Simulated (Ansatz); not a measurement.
V2O5 (C2/m, No. 12, 7 atoms in the cell; start mp-720166) was calculated with LDA (PAW; Ansatz, a program for electronic structure).

Run with plane-wave cutoff 500 eV, 14×14×8 k mesh (along the axes of the cell as run), gaussian smearing 0.02 eV, no spin polarisation, scalar-relativistic PAW data made under PBE.

Cell (relaxed at this level):

```xyz
7
Lattice="5.4865 -1.4140 0.0838 5.4865 1.4140 0.0838 -0.5467 0.0000 5.0600" Properties=species:S:1:pos:R:3 pbc="T T T"
V      1.3601     0.0000     1.8543
V      9.0662     0.0000     3.3732
O     -0.2734     0.0000     2.5300
O      6.6666     0.0000     0.8926
O      3.7597     0.0000     4.3348
O      3.1844     0.0000     1.9080
O      7.2419     0.0000     3.3195
```

Task: What does this level give for the band gap?

Result: 
- band gap = 1.41 eV (on the SCF k mesh)

Note: the relaxation could not lower the start's symmetry, so the cell can be a saddle point above a distorted one.

Computed values are for the static lattice.

It cost around 11 core-minutes (rough) of CPU time.

A start named mp-… is a Materials Project structure, which need not be a measured phase.
